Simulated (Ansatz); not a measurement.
PBE-D3(BJ) against r2SCAN+rVV10: hypothetical P6_3/mmc SiS2, 2 layers

The reference is SiS$_{2}$ in the 2H-MoS2 type structure (space group P6_3/mmc, No. 194; a = 3.210 Å, c = 11.768 Å; a hypothetical phase, not in the database extracts checked; layered, stacked along the Cartesian z axis).

(Cell as relaxed with PBE-D3(BJ).)

Levels (all Ansatz, an electronic-structure program, PAW, earlier PAW set): PBE-D3(BJ) (420 eV, spin-orbit coupling left out); r2SCAN+rVV10 (500 eV, spin-orbit coupling left out).

Each level relaxes its own structure.

```csv
base,PBE-D3(BJ),r2SCAN+rVV10
volume per atom,17.50 Å³,18.24 Å³
lattice parameter a,321.0 pm,322.4 pm
band gap,zero,zero
```

The change: a free-standing slab of 2 layers (6 atoms, 3 a layer) is cut normal to the stacking axis, with 15 Å of vacuum and the in-plane cell relaxed.

```csv
quantity,PBE-D3(BJ),r2SCAN+rVV10
thickness between the outermost nuclei,8.63 Å,?
excess energy per area of both faces (slab less bulk energy over the cell's area: twice a surface energy) (uncertain by up to 0.1 J/m²),0.4 J/m²,?
band gap,zero,?
```

Q: Given the PBE-D3(BJ) results, estimate those of r2SCAN+rVV10.

A: 
- thickness between the outermost nuclei, r2SCAN+rVV10: 8.93 Å
- excess energy per area of both faces (slab less bulk energy over the cell's area: twice a surface energy) (uncertain by up to 0.1 J/m²), r2SCAN+rVV10: 0.3 J/m²
- band gap, r2SCAN+rVV10: 0.26 eV

PBE-D3(BJ)'s thickness between the outermost nuclei lies 0.30 Å below r2SCAN+rVV10's; they disagree on the band gap. Neither level is exact; r2SCAN+rVV10 is the comparison here, not a measurement.

The excess energy carries the mismatch between the slab's and the bulk's meshes. No phonon test of stability was made. The final runs are not spin-polarised. Gaps under 0.05 eV, about the width of the smearing, are given as zero. The zero or small gap of SiS2 can change with the level of theory.
